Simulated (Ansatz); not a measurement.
## How a calculation on LiIn₃ (P1, 4 atoms in the cell) responds to its settings

```xyz
4
Lattice="-2.2380 2.2380 4.5930 2.2380 -2.2380 4.5930 2.2380 2.2380 -4.5930" Properties=species:S:1:pos:R:3 pbc="T T T"
Li     0.0292    -0.0072    -0.0235
In     0.0127     2.2524     2.3114
In     2.2253     0.0055     2.3021
In    -0.0291    -0.0127     4.5959
```

Base run A: PBEsol, default PAW files made with PBE run with Ansatz (an electronic-structure program), self-consistent single point.

Its settings: kpoints.mp_grid.grid = 7 7 8; hamiltonian.xc = pbesol; hamiltonian.pseudopotentials = {kind: paw} (the program's default PAW files); scf.occupations.method = methfessel_paxton; scf.occupations.width = 0.05 eV.

The starting cell comes from a database of computed structures (which also holds hypothetical and non-ambient phases and stackings), without a prior relaxation at this level. Its atoms were displaced at random from the sites of space group no. 139. Ansatz's pressure includes its estimate of the finite-basis (Pulay) stress.

```
run                                     change  pressure (GPa)  largest force (eV/Å)
---  -----------------------------------------  --------------  --------------------
A                                         base           -0.86                 0.092
B    hamiltonian.xc: pbesol → lda [LDA (PW92)]           -2.58                 0.081
C         hamiltonian.xc: pbesol → blyp [BLYP]            4.80                 0.102
D     hamiltonian.xc: pbesol → r2scan [r2SCAN]            0.10                 0.101
```

Run D against A: The pressure goes from -0.86 to 0.10 GPa and the largest force goes from 0.092 to 0.101 eV/Å.

Run B against A: The pressure goes from -0.86 to -2.58 GPa and the largest force goes from 0.092 to 0.081 eV/Å.

Left out of this page: 2 runs of the series held back from this collection.

Keys are those of Ansatz 0.2.
